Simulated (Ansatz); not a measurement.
## Equilibrium volume per atom of YSi2 (model structure, started from the MoSi2 type, I4/mmm, No. 139, 3 atoms in the cell) at several levels of theory

No measured value is used here.

```tsv
level (code)	value (Å³/atom)
PBE (Ansatz)	19.11
PBEsol (Ansatz)	___
PBE-D3(BJ) (Ansatz)	18.36
```

Q: Some entries are withheld; supply them.

A: 
- PBEsol (Ansatz, an electronic-structure program), value (Å³/atom): 18.50

Ansatz's density-functional and Hartree–Fock values are scalar-relativistic unless marked +SOC, with PAW data made under PBE.

A model structure was made by putting elements into a prototype or built by hand; it is no filed structure, need not be a known phase, and can be a saddle point held by its symmetry.
